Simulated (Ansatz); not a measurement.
Reference: CdTe (F-43m), r2SCAN with spin-orbit coupling, rigid bands (plane waves, PAW; Ansatz, a first-principles code); axes and stresses refer to this cell.

```xyz
2
Lattice="0.0000 3.2446 3.2446 3.2446 0.0000 3.2446 3.2446 3.2446 0.0000" Properties=species:S:1:pos:R:3 pbc="T T T"
Cd     0.0000     0.0000     0.0000
Te     1.6223     1.6223     1.6223
```

band gap: 1.01 eV
Seebeck coefficient, n-type 1e19 cm⁻³: -64 μV/K
hole conductivity mass: 0.54 mₑ

Question: After one change the values are band gap 0.62 eV; Seebeck coefficient, n-type 1e19 cm⁻³ -58 μV/K; hole conductivity mass 0.24 mₑ. Name the change that produced these shifts.
(A) uniaxial stress along [001] of 0.5 GPa (compression positive)
(B) biaxial stress in (110) of -1 GPa (compression positive)
(C) uniaxial stress along [001] of -0.5 GPa (compression positive)
(D) uniaxial stress along [001] of -3.5 GPa (compression positive)

Answer: D, uniaxial stress along [001] of -3.5 GPa (compression positive)

Masses are for dilute carriers at 300 K, harmonic means over directions unless an axis is named. Seebeck coefficients are for the stated density at 300 K, with one relaxation time for all states and whether or not that doping can be reached. Stresses and pressures are the targets of the relaxation.  The structure type is held under load, also where the real crystal would transform.
